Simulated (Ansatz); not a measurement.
Worked example: self-consistent single point of Nb (Im-3m, 1 atom in the cell) in Ansatz (a quantum-chemistry and plane-wave program).

Level of theory: PBE (plane waves, PAW; Ansatz).

The change in words: lattice scaled by 0.98. Reference geometry:
```
Nb
1.0
   -1.63400     1.63400     1.63400
    1.63400    -1.63400     1.63400
    1.63400     1.63400    -1.63400
Nb
1
Direct
  0.00000   0.00000   0.00000
```

Reference input (self-consistent single point, DFT, PBE, plane waves, default PAW files): kpoints.mp_grid.grid = 11 11 11; hamiltonian.xc = pbe; hamiltonian.pseudopotentials = {kind: paw} (the program's default PAW files); scf.occupations.method = gaussian; scf.occupations.width = 0.0037 Ry. This run's input differs from it in these lines:

```diff
@@ -2,5 +2,5 @@
   lattice:
-    - [-1.63399500, 1.63399500, 1.63399500]
-    - [1.63399500, -1.63399500, 1.63399500]
-    - [1.63399500, 1.63399500, -1.63399500]
+    - [-1.60131500, 1.60131500, 1.60131500]
+    - [1.60131500, -1.60131500, 1.60131500]
+    - [1.60131500, 1.60131500, -1.60131500]
   atoms:
```

Output, abridged:

```
SCF iter   1: F=—  HF=-4552.168472 eV  |F-HF|=—  |Δ(HF+E_count)|=         —  Δρ=3.71e-3  dr2=1.38e-3  ethr=1.77e-3  ⟨swp⟩=5.1  Hψ=3610  notcnv=0
all-band conjugate gradients solve this SCF's bands
preconditioner: auto → none
SCF iter   2: F=—  HF=-4552.168212 eV  |F-HF|=—  |Δ(HF+E_count)|=   2.61e-4  Δρ=1.55e-3  dr2=1.71e-4  ethr=1.06e-5  ⟨swp⟩=2.2  Hψ=1261  notcnv=0
SCF iter   3: F=—  HF=-4552.168209 eV  |F-HF|=—  |Δ(HF+E_count)|=   2.49e-6  Δρ=3.78e-4  dr2=1.10e-5  ethr=1.31e-6  ⟨swp⟩=1.0  Hψ=592  notcnv=0
SCF iter   4: F=—  HF=-4552.168209 eV  |F-HF|=—  |Δ(HF+E_count)|=   4.40e-7  Δρ=2.79e-5  dr2=3.41e-8  ethr=8.42e-8  ⟨swp⟩=1.0  Hψ=597  notcnv=0
iter 5 did not close the SCF: its close was put off for the readings that it lacked (scf_convergence_deferred on its scf_iter line)
SCF iter   5: F=-4552.168209 eV  HF=-4552.168209 eV  |F-HF|=2.01e-10  |Δ(HF+E_count)|=   1.06e-8  Δρ=3.47e-6  dr2=5.83e-10  ethr=2.62e-10  ⟨swp⟩=2.3  Hψ=911  notcnv=0
SCF iter   6: F=-4552.168209 eV  HF=-4552.168209 eV  |F-HF|=7.28e-12  |Δ(HF+E_count)|=  1.67e-10  Δρ=5.59e-7  dr2=1.04e-11  ethr=4.49e-12  ⟨swp⟩=2.7  Hψ=1869  notcnv=0
SCF 1 converged in 6 iterations: F = -4552.168209 eV  dr2 = 1.04e-11
Free energy (F): -4552.168209 eV
Internal energy: -4552.166037 eV  (E = F + TS)
E sigma→0 (E₀):  -4552.167123 eV
Entropy (-TS):   -0.002172 eV (-2.172 meV/atom)
Fermi energy:    19.737293 eV
--- Forces (eV/Å), atoms counted from 1 ---
  atom   1  Nb    -0.00000000    -0.00000000     0.00000000
--- Stress (GPa, compression-positive) ---
       20.768595       0.000000      -0.000000
        0.000000      20.768595      -0.000000
       -0.000000      -0.000000      20.768595
  P = ⅓ Tr σ = 20.7686 GPa (207.686 kbar)
  The stress holds the Pulay correction. Without it, at fixed plane waves, as pw.x and ABINIT print it: P = 20.7323 GPa
```

The run converged in 6 iterations. Against the reference run the free energy rises by 89.1 meV/atom and the pressure goes from 7.75 to 20.77 GPa.

The starting cell has typed, rounded lattice constants, without a prior relaxation at this level. Its lattice was rescaled by a random factor within 2.5 % of one. For this run, on top of that: lattice scaled by 0.98. Spin polarisation is off. With a pressure of about 21 GPa the cell is away from its equilibrium volume at this level. Ansatz's pressure includes its estimate of the finite-basis (Pulay) stress.

Keys are those of Ansatz 0.2.
